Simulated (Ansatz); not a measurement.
BePd (model structure, started from the CuAu type, P4/mmm, No. 123, 2 atoms in the cell) was calculated with r²SCAN (plane waves, PAW; Ansatz, an electronic-structure program).

Input file:

Ansatz 0.2 input:
```yaml
crystal:
  lattice:
    - [2.7985441525, 0.0, 0.0]
    - [0.0, 2.7985441525, 0.0]
    - [0.0, 0.0, 2.8993759544]
  atoms:
    - { symbol: Be, position: [0.5, 0.5, 0.5] }
    - { symbol: Pd, position: [0.0, 0.0, 0.0] }
basis:
  ecutwfc: 560
  ecutrho_ratio: 4
  xc_grid: 3
kpoints:
  mp_grid: { grid: [20, 20, 16] }
hamiltonian:
  xc: r2scan
  dispersion: none
  pseudopotentials: { kind: paw }
scf:
  occupations: { method: fermi_dirac, width: 0.05 }
output:
  forces: true
  stress: true
  eigenvalues: true
relax:
  f_tol: 0.004
  escape_saddle: false
  max_steps: 80
  cell: { stress_tol: 0.02, fix: [volume] }
```

The run printed, among other lines:

```
Relaxation: its limit of steps is 80 (relax.max_steps)
Crystal: 2 atoms, lattice volume = 22.707 Å³
Basis set: ecut = 560 eV, 707 PW (Γ), exchange–correlation on 72×72×72 points (27 copies of the dense FFT grid, shifted against one another)
Bands: 14, of which v1, the nominal top of the filled ones, is band 10 counted from 1 (9 counted from 0)
Symmetry: 16 space group operations
Space group: P4/mmm (ITA 123), of the structure as read, at distance tolerance 2.8e-5 Å
k-points: 594 of 6400
Functional: x = r2scan, c = r2scan; τ floored in thin density (d = 2e-4 eV/Å³)
SCF iter   1: F=—  HF=-7080.212255 eV  |F-HF|=—  |Δ(HF+E_count)|=         —  Δρ=1.30e-2  dr2=2.49e-2  dr2_τ=2.47e-2
SCF iter   2: F=—  HF=-7080.242040 eV  |F-HF|=—  |Δ(HF+E_count)|=   2.98e-2  Δρ=6.72e-3  dr2=4.49e-3  dr2_τ=5.01e-4
  ...
SCF 1 converged in 6 iterations: F = -7080.240795 eV  dr2 = 1.61e-8
Crystal: 2 atoms, lattice volume = 22.707 Å³
Initial density: handed on by an earlier stage of this run
SCF 2 converged in 5 iterations: F = -7080.240820 eV  dr2 = 1.32e-8
Crystal: 2 atoms, lattice volume = 22.707 Å³
SCF 3 converged in 5 iterations: F = -7080.240829 eV  dr2 = 5.84e-9
Crystal: 2 atoms, lattice volume = 22.707 Å³
SCF iter   4: F=—  HF=-7080.240832 eV  |F-HF|=—  |Δ(HF+E_count)|=   1.52e-9  Δρ=6.71e-7  dr2=9.63e-11  dr2_τ=1.26e-11
SCF iter   5: F=-7080.240832 eV  HF=-7080.240832 eV  |F-HF|=9.09e-13  |Δ(HF+E_count)|=  5.91e-11  Δρ=6.72e-8  dr2=2.33e-13  dr2_τ=1.07e-13
SCF 4 converged in 5 iterations: F = -7080.240832 eV  dr2 = 2.33e-13
SCF converged after 5 iterations
Free energy (F): -7080.240832 eV
Internal energy: -7080.236211 eV  (E = F + TS)
E sigma→0 (E₀):  -7080.238521 eV
Fermi energy:    16.381480 eV
--- Forces (eV/Å), atoms counted from 1 ---
  atom   1  Be    -0.00000000    -0.00000000     0.00000000
  atom   2  Pd    -0.00000000     0.00000000     0.00000000
--- Stress (GPa, compression-positive) ---
       -3.483812       0.000000       0.000000
        0.000000      -3.483812       0.000000
        0.000000       0.000000      -3.498134
  P = ⅓ Tr σ = -3.4886 GPa (-34.886 kbar)
```

The cell is one volume of an energy–volume scan, off the minimum.

The PAW data were made under PBE.

Note: the relaxation could raise the start's symmetry but not lower it, so the cell can be a saddle point.

Computing time: about 50 core-seconds (a rough figure).

A model structure was made by putting elements into a prototype or built by hand; it is no filed structure, need not be a known phase, and can be a saddle point held by its symmetry.
